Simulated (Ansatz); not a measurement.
# A constructed model of the (111) surface of fcc Pd, p(2x2) layer of Te, one a cell, on the site that continues the host's stacking (bottom of the slab: a bare face, its two planes held)

These are PBE (plane waves to 420 eV, PAW; Ansatz, a quantum-chemistry and plane-wave program) values and carry that method's errors.

Set-up: 25 atoms, 13.8 Å thick at the start; mesh 8x8x1; 0.1 eV smearing; dipole correction on; 8 atoms held, the rest relaxed; symmetry of the start imposed; no spin, no spin-orbit, no U. It is one candidate, not shown to be the stable structure of the face.

```
Property                                              Value
-----------------------------  ----------------------------
work function of the top face                       4.52 eV
energy released by relaxation                       0.77 eV
cost                           very roughly 22 core-minutes
```
